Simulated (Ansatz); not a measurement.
**Converging shifted k-point meshes: CaZrN2 (R3m, 4 atoms in the cell)**

```xyz
4
Lattice="1.6488 0.9519 5.5787 -1.6488 0.9519 5.5787 0.0000 -1.9039 5.5787" Properties=species:S:1:pos:R:3 pbc="T T T"
Ca     0.0000     0.0000     0.0500
Zr     0.0000     0.0000     8.3680
N      0.0000     0.0000     3.9852
N      0.0000     0.0000    12.7508
```

Method of the run: LDA (PW92), default PAW files made with PBE (plane waves; Ansatz, an electronic-structure program).

Base settings: basis.ecutwfc = 420 eV; kpoints.mp_grid.grid = 9 9 9; hamiltonian.xc = lda; hamiltonian.pseudopotentials = {kind: paw} (the program's default PAW files); scf.occupations.method = fermi_dirac; scf.occupations.width = 0.02 eV.

In this ladder: kpoints.mp_grid.shift = 0.5 0.5 0.5.

Shifted meshes do not hold Γ, so a gap read on them misses any band edge there.

Only quantities that move along the ladder and can be compared are tabulated.

The count of work is k-points × plane waves × bands × iterations; it is no time. Core times come from one kind of shared machine, to one figure; runs under 30 s give none.

The starting cell comes from a database of computed structures (which also holds hypothetical and non-ambient phases and stackings), without a prior relaxation at this level. Its lattice was rescaled by up to half a per cent. One atom was moved a little off its site on purpose. In the base run, with a pressure of about -6 GPa the cell is away from its equilibrium volume at this level. Ansatz's pressure includes its estimate of the finite-basis (Pulay) stress.

Steps (kpoints.mp_grid.grid): 2 2 2; 3 3 3; 4 4 4; 5 5 5; 6 6 6; 7 7 7; 8 8 8; 9 9 9; 10 10 10; 11 11 11; 12 12 12; 14 14 14; 15 15 15; 17 17 17; 18 18 18; 20 20 20; 23 23 23; 25 25 25.

Task: What is the coarsest kpoints.mp_grid.grid that holds the free energy within 0.5 meV/atom of the last step, with all finer ones?

Result: 8 8 8, at 0.041 of the last step's count of work; the step before is off by 0.99 meV/atom.

Task: What is the coarsest kpoints.mp_grid.grid that holds the pressure within 0.2 GPa of the last step, with all finer ones?

Result: 5 5 5, at 0.011 of the last step's count of work; the step before is off by 0.23 GPa.

Task: What is the coarsest kpoints.mp_grid.grid that holds the forces within 0.005 eV/Å of the last step, with all finer ones?

Result: 9 9 9, at 0.058 of the last step's count of work; the step before is off by 0.006 eV/Å.

| kpoints.mp_grid.grid | free energy less the last step's (meV/atom) | pressure (GPa) | largest difference of a force vector from the last step's (eV/Å) | gap on the mesh (eV) | count of work / last | core time / last (rough) |
|---|---|---|---|---|---|---|
| 2 2 2 | 203.53 | -4.24 | 0.446 | 1.242 | 0.0014 | – |
| 3 3 3 | 47.50 | -5.47 | 0.177 | 1.061 | 0.0035 | – |
| 4 4 4 | 15.91 | -5.86 | 0.066 | 0.677 | 0.0058 | – |
| 5 5 5 | 5.99 | -5.97 | 0.035 | 0.668 | 0.011 | – |
| 6 6 6 | 2.32 | -6.03 | 0.020 | 0.525 | 0.016 | – |
| 7 7 7 | 0.99 | -6.06 | 0.011 | 0.536 | 0.030 | – |
| 8 8 8 | 0.46 | -6.07 | 0.006 | 0.463 | 0.041 | – |
| 9 9 9 | 0.21 | -6.08 | 0.003 | 0.475 | 0.058 | – |
| 10 10 10 | 0.11 | -6.08 | 0.002 | 0.432 | 0.075 | – |
| 11 11 11 | 0.05 | -6.08 | 0.001 | 0.443 | 0.099 | – |
| 12 12 12 | 0.03 | -6.09 | 0.001 | 0.415 | 0.12 | – |
| 14 14 14 | 0.01 | -6.09 | 0.000 | 0.404 | 0.19 | – |
| 15 15 15 | 0.00 | -6.09 | 0.000 | 0.411 | 0.23 | – |
| 17 17 17 | 0.00 | -6.09 | 0.000 | 0.403 | 0.33 | 0.4 |
| 18 18 18 | 0.00 | -6.09 | 0.000 | 0.392 | 0.39 | – |
| 20 20 20 | 0.00 | -6.09 | 0.000 | 0.388 | 0.52 | 0.6 |
| 23 23 23 | 0.00 | -6.09 | 0.000 | 0.389 | 0.79 | 0.9 |
| 25 25 25 | 0.00 | -6.09 | 0.000 | 0.387 | 1.0 | 1 |

The gap on the mesh jumps up and down from mesh to mesh; it is no smooth measure of convergence.

Keys are those of Ansatz 0.2.
